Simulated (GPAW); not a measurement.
Band structure of AlCo3 (P6_3/mmc, 8 atoms in the cell).

```
CELL_PARAMETERS angstrom
      5.18853     0.00000     0.00000
     -2.59427     4.49340     0.00000
      0.00000     0.00000     4.17758
ATOMIC_POSITIONS crystal
  Al 0.66667 0.33333 0.25000
  Al 0.33333 0.66667 0.75000
  Co 0.16488 0.32976 0.25000
  Co 0.83512 0.67024 0.75000
  Co 0.83512 0.16488 0.75000
  Co 0.16488 0.83512 0.25000
  Co 0.67024 0.83512 0.25000
  Co 0.32976 0.16488 0.75000
```
Moments meant for the start (each program seeds them in its own way; μB, in the order of the atoms Al Al Co Co Co Co Co Co): 0.0 0.0 3.0 3.0 3.0 3.0 3.0 3.0.

Level of theory: LDA (Perdew-Wang 92), GPAW PAW datasets LDA (gpaw-data 1.0.1) (plane waves; GPAW 25.7.0).

Settings: spinpol = true; mode = pw; ecut = 800 eV; xc = LDA; kpts = 5 5 5; mesh shift (steps) = 0 0 0; occupations.name = methfessel-paxton; occupations.width = 0.05 eV; occupations.order = 0; nbands = -14; convergence.density = 1e-05 e/electron; convergence.energy = 1e-05 eV/electron; symmetry.symmorphic = false; symmetry.tolerance = 0.0005.

The starting cell comes from a database of computed structures (which also holds hypothetical and non-ambient phases and stackings), without a prior relaxation at this level. Its lattice was rescaled by a random factor within 2.5 % of one. The magnetic order is the one reached from the typed start; others were not searched systematically.

Levels in eV from the Fermi level, bands 30 to 37 of the first spin channel:
| point | 30 | 31 | 32 | 33 | 34 | 35 | 36 | 37 |
|---|---|---|---|---|---|---|---|---|
| Γ | -0.46 | -0.44 | -0.37 | -0.33 | 0.42 | 0.42 | 0.72 | 1.69 |
| M | -1.09 | -0.89 | -0.50 | -0.47 | 0.51 | 1.96 | 2.64 | 3.49 |
| K | -1.11 | -0.92 | -0.92 | -0.48 | 2.40 | 2.69 | 2.90 | 2.90 |
| A | -1.01 | -0.38 | -0.38 | 0.12 | 0.12 | 0.12 | 0.12 | 0.32 |
| L | -1.06 | -0.68 | -0.68 | -0.56 | -0.56 | 0.63 | 0.63 | 1.05 |
| H | -1.01 | -0.78 | -0.78 | -0.60 | -0.60 | -0.35 | -0.35 | 3.25 |

Bands cross the Fermi level along this path, so the cell is metallic at this level.

The net moment of the cell came out as 7.42 μB.
